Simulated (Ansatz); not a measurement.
## Converging the plane-wave cutoff: HfSi (Pm, 8 atoms in the cell)

```
HfSi
1.0
    6.84181     0.00000     0.00000
    0.00000     3.75692     0.00000
    0.00000     0.00000     5.20778
Hf Si
4 4
Direct
  0.67514   0.25000   0.38399
  0.32486   0.75000   0.62561
  0.82486   0.75000   0.87439
  0.17514   0.25000   0.12561
  0.54312   0.25000   0.86087
  0.45688   0.75000   0.13913
  0.95688   0.75000   0.36087
  0.04312   0.25000   0.63913
```

Level of theory: LDA (PW92), default PAW files made with PBE (plane waves; Ansatz, a first-principles code).

Base settings: basis.ecutwfc = 420 eV; kpoints.mp_grid.grid = 2 5 3; hamiltonian.xc = lda; hamiltonian.pseudopotentials = {kind: paw} (the program's default PAW files); scf.occupations.method = gaussian; scf.occupations.width = 0.1 eV.

The second cell is the first with its lattice scaled by 0.98.

The mesh stays at the base's, so the ladder's end is converged at best in this setting alone.

The first pressure column holds Ansatz's estimate of the finite-basis (Pulay) stress, which hides part of the cutoff error; the other is without it.

Only quantities that move along the ladder and can be compared are tabulated.

The count of work is k-points × plane waves × bands × iterations; it is no time. 

The starting cell comes from a database of computed structures (which also holds hypothetical and non-ambient phases and stackings), without a prior relaxation at this level. Its lattice was rescaled by up to half a per cent. One atom was moved a little off its site on purpose. In the base run, with a pressure of about -4 GPa the cell is away from its equilibrium volume at this level. Without a gap this mesh is coarse (it stands for a supercell whose shortest vector is 14 Å).

Steps (basis.ecutwfc): 145 eV; 170 eV; 190 eV; 210 eV; 230 eV; 250 eV; 295 eV; 335 eV; 380 eV; 420 eV; 460 eV; 505 eV; 565 eV; 630 eV; 735 eV; 840 eV; 1010 eV.

Q: What is the coarsest basis.ecutwfc that holds the pressure within 0.05 GPa of the last step, with all finer ones?

A: 380 eV, at 0.23 of the last step's count of work; the step before is off by 0.13 GPa.

Q: What is the coarsest basis.ecutwfc that holds the energy of the compressed cell less the first within 2 meV/atom of the last step, with all finer ones?

A: 295 eV, at 0.14 of the last step's count of work; the step before is off by 3.3 meV/atom.

Q: What is the coarsest basis.ecutwfc that holds the forces within 0.02 eV/Å of the last step, with all finer ones?

A: 295 eV, at 0.14 of the last step's count of work; the step before is off by 0.024 eV/Å.

| basis.ecutwfc | free energy less the last step's (meV/atom) | energy of the compressed cell less the first (meV/atom) | pressure (GPa) | pressure without the Pulay estimate (GPa) | largest difference of a force vector from the last step's (eV/Å) | count of work / last |
|---|---|---|---|---|---|---|
| 145 eV | 20445.68 | 37.40 | -4.87 | -744.37 | 1.428 | 0.054 |
| 170 eV | 8129.95 | -78.80 | -3.03 | -318.27 | 0.786 | 0.068 |
| 190 eV | 4086.18 | 22.44 | -7.57 | -171.87 | 0.229 | 0.071 |
| 210 eV | 2145.56 | -36.21 | -5.37 | -100.01 | 0.167 | 0.082 |
| 230 eV | 1087.83 | 1.96 | -4.34 | -59.55 | 0.069 | 0.096 |
| 250 eV | 526.68 | 2.22 | -4.21 | -35.94 | 0.024 | 0.11 |
| 295 eV | 77.84 | 4.17 | -3.86 | -10.69 | 0.007 | 0.14 |
| 335 eV | 12.19 | 6.29 | -3.85 | -5.03 | 0.003 | 0.19 |
| 380 eV | 2.32 | 5.71 | -3.96 | -4.11 | 0.001 | 0.23 |
| 420 eV | 1.05 | 5.54 | -3.98 | -4.02 | 0.001 | 0.27 |
| 460 eV | 0.68 | 5.52 | -3.98 | -4.00 | 0.000 | 0.31 |
| 505 eV | 0.53 | 5.52 | -3.98 | -3.99 | 0.000 | 0.40 |
| 565 eV | 0.39 | 5.51 | -3.98 | -3.99 | 0.000 | 0.47 |
| 630 eV | 0.27 | 5.50 | -3.99 | -3.99 | 0.000 | 0.55 |
| 735 eV | 0.19 | 5.50 | -3.99 | -3.99 | 0.000 | 0.70 |
| 840 eV | 0.13 | 5.50 | -3.99 | -3.99 | 0.000 | 0.85 |
| 1010 eV | 0.00 | 5.49 | -3.99 | -3.99 | 0.000 | 1.0 |

The energy difference between the two cells stays within 1 meV/atom of the last step's from 335 eV on, the total only from 460 eV on: much of the error is common to both cells and cancels.

Two neighbours can agree and both be off: 230 eV and 250 eV differ by 0.26 meV/atom in the energy of the compressed cell less the first, yet lie about 3.3 meV/atom from the last step.

At the lowest cutoff the pressure without the Pulay estimate lies 740 GPa under the last step's, the usual sign of Pulay stress in an incomplete plane-wave basis.

Keys are those of Ansatz 0.2.
